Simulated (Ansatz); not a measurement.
For CaO (model structure, started from the CsCl type, Pm-3m, No. 221, 2 atoms in the cell), PBEsol (Ansatz, a program for electronic structure, PAW) gives:

- lattice parameter a: 2.888 Å
- bulk modulus: 119 GPa
- cohesive energy: 5.33 eV/atom
- band gap: 2.69 eV

Problem. What does r²SCAN (Ansatz, PAW) give for the same quantities?

Solution. 
- lattice constant a: 2.903 Å (goes up by 0.5 %)
- bulk modulus: 122 GPa (rises by 2.5 %)
- cohesive energy: 5.20 eV/atom (drops by 0.13 eV/atom)
- band gap: 3.28 eV (grows by 0.59 eV)

Changes are worked out from the printed values.

Unless a cell is named, each level is at its own relaxed cell (PBEsol 12.05, r²SCAN 12.23 Å³/atom).

Density-functional gaps are differences of (generalised) Kohn–Sham levels.

Caveats: the bulk modulus is −V dP/dV from two relaxed cells at ±2 % in volume (PBEsol, r²SCAN). Ansatz's density-functional and Hartree–Fock values are scalar-relativistic unless marked +SOC, with PAW data made under PBE.

A model structure was made by putting elements into a prototype or built by hand; it is no filed structure, need not be a known phase, and can be a saddle point held by its symmetry.
